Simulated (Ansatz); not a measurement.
The starting structures come from a database of crystals and need not be the phases stable at ambient conditions.

 Where the default PAW files enter, the runs use the earlier of Ansatz's two default sets.

Evanescent states of N$_{2}$ (P4_2/mnm, not sure to be the ambient phase, 4 atoms a cell, 22.3 Å³ an atom) along the normal of (001)

The numbers are results of r2SCAN (plane waves, PAW; Ansatz, an electronic-structure program), not measurements.

The gap is the functional's own. No spin-orbit coupling. Mid-gap values are interpolated on the energy grid.

Energies count from the valence-band top; κ is the least over a 8×8 mesh across the current.

```json
[
 {"E (eV)": "0.17", "κ (1/Å)": "0.598", "where": "off Γ"},
 {"E (eV)": "0.51", "κ (1/Å)": "0.842", "where": "off Γ"},
 {"E (eV)": "0.85", "κ (1/Å)": "0.954", "where": "Γ"},
 {"E (eV)": "1.19", "κ (1/Å)": "1.026", "where": "Γ"},
 {"E (eV)": "1.53", "κ (1/Å)": "1.077", "where": "off Γ"},
 {"E (eV)": "1.87", "κ (1/Å)": "…", "where": "off Γ"},
 {"E (eV)": "2.21", "κ (1/Å)": "…", "where": "off Γ"},
 {"E (eV)": "2.55", "κ (1/Å)": "…", "where": "off Γ"},
 {"E (eV)": "2.89", "κ (1/Å)": "…", "where": "off Γ"},
 {"E (eV)": "3.23", "κ (1/Å)": "…", "where": "off Γ"},
 {"E (eV)": "3.57", "κ (1/Å)": "…", "where": "off Γ"},
 {"E (eV)": "3.91", "κ (1/Å)": "…", "where": "off Γ"},
 {"E (eV)": "4.25", "κ (1/Å)": "…", "where": "off Γ"},
 {"E (eV)": "4.59", "κ (1/Å)": "…", "where": "off Γ"},
 {"E (eV)": "4.93", "κ (1/Å)": "…", "where": "off Γ"},
 {"E (eV)": "5.27", "κ (1/Å)": "…", "where": "off Γ"},
 {"E (eV)": "5.61", "κ (1/Å)": "…", "where": "off Γ"},
 {"E (eV)": "5.95", "κ (1/Å)": "0.934", "where": "Γ"},
 {"E (eV)": "6.29", "κ (1/Å)": "0.851", "where": "Γ"},
 {"E (eV)": "6.63", "κ (1/Å)": "0.754", "where": "Γ"},
 {"E (eV)": "6.97", "κ (1/Å)": "0.632", "where": "Γ"},
 {"E (eV)": "7.31", "κ (1/Å)": "0.461", "where": "Γ"}
]
```

Task: What belongs in the gaps?

Result: 
- 1.87, κ (1/Å): 1.088
- 2.21, κ (1/Å): 1.096
- 2.55, κ (1/Å): 1.102
- 2.89, κ (1/Å): 1.105
- 3.23, κ (1/Å): 1.107
- 3.57, κ (1/Å): 1.106
- 3.91, κ (1/Å): 1.103
- 4.25, κ (1/Å): 1.099
- 4.59, κ (1/Å): 1.091
- 4.93, κ (1/Å): 1.059
- 5.27, κ (1/Å): 1.024
- 5.61, κ (1/Å): 0.986
